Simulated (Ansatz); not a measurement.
Worked calculations on one periodic cell of amorphous Si24O49Zn: Si24O49Zn, 74 atoms, volume 1112.9 Å³, made by a melt-quench on the CHGNet potential and relaxed with DFT. O atoms were pushed apart under 1.9 Å during the dynamics, to hinder bonds among them. It is a model cell: composition and starting density were chosen by hand, and all elements were melted together. Cycles of charging were run to anneal it. Calculation: PBE, scalar-relativistic without spin-orbit coupling (plane waves to 420 eV, PAW; Ansatz, a quantum-chemistry and plane-wave program). Sampling: a 2×2×2 Γ-centred mesh; Fermi-Dirac width 0.02 eV; no spin polarisation. Its volume was held where the quench left it, its shape was free, and it stands at a mean pressure of -0.4 GPa with stress components up to 0.4 GPa; the relaxation ran on the zone centre alone. Its density went from a set 2.27 to 2.27 g/cm³. The cell is small and was quenched far faster than a real film, so it is one sample of the glass.

Problem. Count formal charges (Si +4, O -2, Zn +2). What does the count lead one to expect at the Fermi level, and what does the calculation give?

Solution. 24 × (+4) + 49 × (-2) + 1 × (+2) = 0. The charges balance, so the anion-derived valence states can be full and a gap can open. On this mesh the highest filled and lowest empty level lie 4.63 eV apart, the PBE gap of this cell, with a localised state at one edge or both.

Four energies for an added electron at PBE on the zone centre alone (charged cells in a uniform background, spin-polarised): neutral at the neutral geometry -46457.997 eV; charged at the neutral geometry -46451.954 eV; charged and relaxed -46452.414 eV; neutral at the charged geometry -46456.866 eV.

Problem. Find the two relaxation energies and their sum, the reorganisation energy.

Solution. On charging: -46451.954 − (-46452.414) = 0.460 eV. On discharging: -46456.866 − (-46457.997) = 1.131 eV. The sum is 1.591 eV. The carrier's level spreads over 3 of the 74 atoms' worth, so it counts as localised, most on one Zn atom with neighbours O 1.78 Å, O 1.82 Å (neutral geometry). The values are uncorrected: the image energy of a point charge in this cell, 2.84 × 14.40 / (2 × 10.4) = 2.0 eV before screening, is screened by electrons alone at the fixed geometry and by ions too after relaxing, and the carrier can be spread before it relaxes, so each term can be off by up to that value times 1/ε∞, some tenths of an eV. PBE's self-interaction favours spread-out carriers, so a hybrid can localise more.
